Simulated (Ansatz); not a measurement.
SiC: isotropic strain −2.00 %

Base system: SiC in the zinc blende structure (space group F-43m, No. 216; a = 4.357 Å).

One thing is altered: every lattice vector is shortened by 2.00 %; the atoms relax in the strained cell.

All numbers come from PBEsol (Ansatz, an electronic-structure program; PAW; 420 eV plane waves; scalar-relativistic without spin-orbit coupling). Γ-centred 13×13×13 mesh, Fermi–Dirac width 0.05 eV.

```csv
quantity,base,changed,shift
volume per atom,10.34 Å³,9.73 Å³,-0.61 Å³
space group,F-43m (No. 216),F-43m (No. 216),–
shortest interatomic distance,188.7 pm,184.9 pm,-3.8 pm
energy relative to the base (free energy F),0 meV/atom,+27 meV/atom,+27 meV/atom
pressure,-0.01 GPa,15.09 GPa,+15.10 GPa
band gap,1.24 eV,1.19 eV,-0.058 eV
gap character,"indirect, Γ → X","indirect, Γ → X",–
smallest direct gap,4.45 eV,4.52 eV,+0.062 eV
mean gap deformation potential ΔEg/Δln V,–,+1.0 eV,–
width of the top valence band,4.75 eV,4.99 eV,+0.24 eV
electron mass,"0.62 mₑ along k, 0.22 mₑ across (at X)","0.65 mₑ along k, 0.22 mₑ across (at X)",–
```

Effective masses come from finite differences of ±0.01 Å⁻¹. Along k means along the line from Γ to the band edge. Whether these cells are dynamically stable was not tested.
